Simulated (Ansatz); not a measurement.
Input and output of a self-consistent single point for SnO₂ (P4_2/mnm, 6 atoms in the cell) (Ansatz, a first-principles code).

Method: PBE, PAW files (plane waves; Ansatz).

```yaml
crystal:
  lattice:
    - [4.87775, 0.00000, 0.00000]
    - [0.00000, 4.87775, 0.00000]
    - [0.00000, 0.00000, 3.28352]
  atoms:
    - { symbol: Sn, position: [0.50000, 0.50000, 0.50000] }
    - { symbol: Sn, position: [0.00000, 0.00000, 0.00000] }
    - { symbol: O, position: [0.19403, 0.80597, 0.50000] }
    - { symbol: O, position: [0.80597, 0.19403, 0.50000] }
    - { symbol: O, position: [0.69403, 0.69403, 0.00000] }
    - { symbol: O, position: [0.30597, 0.30597, 0.00000] }
```

Reference input (self-consistent single point, DFT, PBE, plane waves, PAW files): basis.ecutwfc = 420 eV; kpoints.mp_grid.grid = 7 7 10; hamiltonian.xc = pbe; hamiltonian.pseudopotentials = {kind: paw} (an earlier, softer set of the program's PAW files); scf.occupations.method = fixed. This run's input differs from it in these lines:

Ansatz 0.2 input:
```diff
@@ -15,3 +15,3 @@
 kpoints:
-  mp_grid: { grid: [7, 7, 10] }
+  mp_grid: { grid: [3, 3, 5] }
 hamiltonian:
```

Output (repeated stretches shortened):

```
SCF iter   1: F=—  HF=-14318.700405 eV  |F-HF|=—  |Δ(HF+E_count)|=         —  Δρ=7.08e-2  dr2=2.97e0  ethr=3.10e-3  ⟨swp⟩=4.0  Hψ=1182  notcnv=0  defer=36
all-band conjugate gradients solve this SCF's bands
preconditioner: auto → Resta (q_TF=auto, 2.549 Å⁻¹)
SCF iter   2: F=—  HF=-14318.115363 eV  |F-HF|=—  |Δ(HF+E_count)|=   5.85e-1  Δρ=3.53e-2  dr2=4.78e-1  ethr=3.10e-3  ⟨swp⟩=2.8  Hψ=578  notcnv=0  defer=36
   [... lines left out ...]
SCF iter   5: F=—  HF=-14318.086452 eV  |F-HF|=—  |Δ(HF+E_count)|=   3.27e-3  Δρ=7.08e-4  dr2=2.76e-4  ethr=5.32e-6  ⟨swp⟩=2.0  Hψ=403  notcnv=0  defer=36
SCF iter   6: F=—  HF=-14318.086883 eV  |F-HF|=—  |Δ(HF+E_count)|=   4.31e-4  Δρ=1.07e-4  dr2=7.37e-6  ethr=5.30e-7  ⟨swp⟩=2.0  Hψ=432  notcnv=0  defer=36
SCF iter   7: F=—  HF=-14318.086830 eV  |F-HF|=—  |Δ(HF+E_count)|=   5.31e-5  Δρ=1.89e-5  dr2=2.65e-7  ethr=1.42e-8  ⟨swp⟩=2.0  Hψ=432  notcnv=0  defer=14
SCF iter   8: F=-14318.086830 eV  HF=-14318.086830 eV  |F-HF|=7.93e-9  |Δ(HF+E_count)|=   2.06e-7  Δρ=2.43e-6  dr2=5.30e-9  ethr=1.92e-10  ⟨swp⟩=11.0  Hψ=1572  notcnv=0
SCF 1 converged in 8 iterations: F = -14318.086830 eV  dr2 = 5.30e-9
Free energy (F): -14318.086830 eV
Internal energy: -14318.086830 eV  (E = F + TS)
E sigma→0 (E₀):  -14318.086830 eV
Fermi energy:    8.294024 eV
--- Forces (eV/Å), atoms counted from 1 ---
  atom   1  Sn     0.00000000     0.00000000     0.00000000
  atom   2  Sn     0.00000000    -0.00000000     0.00000000
  atom   3  O     -0.13821186     0.13821186     0.00000000
  atom   4  O      0.13821186    -0.13821186     0.00000000
  atom   5  O     -0.13821186    -0.13821186     0.00000000
  atom   6  O      0.13821186     0.13821186     0.00000000
--- Stress (GPa, compression-positive) ---
       -5.258807       0.000000       0.000000
        0.000000      -5.258807       0.000000
        0.000000       0.000000      -7.805891
  P = ⅓ Tr σ = -6.1078 GPa (-61.078 kbar)
  The stress holds the Pulay correction. Without it, at fixed plane waves, as pw.x and ABINIT print it: P = -6.4446 GPa
```

The run converged in 8 iterations. Against the reference run the free energy goes up by 1.7 meV/atom, the pressure goes from -5.99 to -6.11 GPa, the largest force hardly changes (0.192 to 0.195 eV/Å) and the gap on the mesh moves little (0.291 to 0.287 eV).

The starting cell comes from a database of computed structures (which also holds hypothetical and non-ambient phases and stackings), without a prior relaxation at this level. Its lattice was rescaled by a random factor within 2.5 % of one. With a pressure of about -6 GPa the cell is away from its equilibrium volume at this level. Ansatz's pressure includes its estimate of the finite-basis (Pulay) stress.
